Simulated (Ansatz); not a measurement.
## Ta3N5 (Cmcm, No. 63)

Level of theory: PBEsol in Ansatz (plane waves, PAW).

Settings: plane-wave cutoff 520 eV, 10×10×4 k mesh (along the axes of the cell as run), Fermi–Dirac smearing 0.01 eV, scalar-relativistic PAW data made under PBE.

Cell (relaxed at this level):

```cif
data_N20Ta12
_chemical_formula_sum 'Ta12 N20'
_space_group_name_H-M_alt 'Cmcm'
_space_group_IT_number 63
_space_group_name_Hall '-C 2c 2'
_cell_length_a 3.87731
_cell_length_b 10.21229
_cell_length_c 10.23534
_cell_angle_alpha 90.000
_cell_angle_beta 90.000
_cell_angle_gamma 90.000
loop_
_space_group_symop_operation_xyz
  'x, y, z'
  '-x, -y, -z'
  '-x, -y, z+1/2'
  'x, y, -z+1/2'
  'x, -y, -z'
  '-x, y, z'
  '-x, y, -z+1/2'
  'x, -y, z+1/2'
  'x+1/2, y+1/2, z'
  '-x+1/2, -y+1/2, -z'
  '-x+1/2, -y+1/2, z+1/2'
  'x+1/2, y+1/2, -z+1/2'
  'x+1/2, -y+1/2, -z'
  '-x+1/2, y+1/2, z'
  '-x+1/2, y+1/2, -z+1/2'
  'x+1/2, -y+1/2, z+1/2'
loop_
_atom_site_label
_atom_site_type_symbol
_atom_site_symmetry_multiplicity
_atom_site_Wyckoff_symbol
_atom_site_fract_x
_atom_site_fract_y
_atom_site_fract_z
_atom_site_occupancy
Ta1 Ta 4 c 0.00000 0.19868 0.75000 1
Ta2 Ta 8 f 0.00000 0.13378 0.05933 1
N1 N 8 f 0.00000 0.04701 0.61988 1
N2 N 8 f 0.00000 0.69133 0.07332 1
N3 N 4 c 0.00000 0.23586 0.25000 1
```
(The calculation used a cell of 16 atoms; values per cell refer to that cell.)

| Item | Value |
|---|---|
| band gap | 1.15 eV |
| smallest direct gap on the k points sampled | 1.43 eV |
| Γ–Γ gap | 1.46 eV |

Measured, for comparison: band gap 2.18 eV (temperature not stated, not corrected to a static lattice, indirect, Tauc analysis with phonon absorption and emission, films; as tabulated in Eichhorn et al. (2021), doi:10.1039/d1ta05282a).

Spin–orbit coupling is not included.

Static lattice: no zero-point or thermal effects.

It cost very roughly 7 core-minutes of CPU time.

Ansatz is a quantum-chemistry and plane-wave program.
